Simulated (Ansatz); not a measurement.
The parent structure is PbS in the rock salt structure (space group Fm-3m, No. 225; a = 5.903 Å). Axes: x, y, z lie along the cube axes.

All numbers come from DFT with PBEsol, PAW potentials and a 420 eV plane-wave cutoff in Ansatz (an electronic-structure program), scalar-relativistic without spin-orbit coupling, earlier PAW set.

One thing is altered: biaxial strain +0.65 %, plane normal [001], relaxed out of plane (Cartesian); in-plane vectors clamped, the third vector and the atoms free.

Task: Estimate the effect on the out-of-plane strain.

Result: The out-of-plane strain amounts to -0.14 %.

Task: Predict the new in-plane stress.

Result: The mean in-plane stress (compression positive) comes out as -1.0 GPa.

Task: Predict the new energy relative to the base.

Result: The energy increases by 1.1 meV/atom.

Stability against distortions was not tested.
